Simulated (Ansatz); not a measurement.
```yaml
crystal:
  lattice:
    - [-1.70075, 1.70075, 1.70075]
    - [1.70075, -1.70075, 1.70075]
    - [1.70075, 1.70075, -1.70075]
  atoms:
    - { symbol: Na, position: [0.00000, 0.00000, 0.00000] }
```

The cell was generated from a structure type, relaxed within its symmetry, and need not be the phase found at ambient conditions. The run noted for some of its cells that some bands missed the eigensolver's tolerance. The pressure is 15 GPa. The structure is held there; whether it is the stable one at that pressure was not tested.

Q: What linear thermal expansion coefficient does the quasi-harmonic free energy on PBEsol density-functional theory in Ansatz (plane waves, PAW) give at 250 K, and what isobaric heat capacity per mole of formula units and Grüneisen parameter?

A: α = 9.2 × 10⁻⁶ K⁻¹; C_P = 23.4 J/(mol K); γ = 0.74. The crystal is held in this phase throughout; melting and phase transitions are not modelled.

The PAW data sets were generated under PBE and serve the other functionals too.

Ansatz is a quantum-chemistry and plane-wave program.
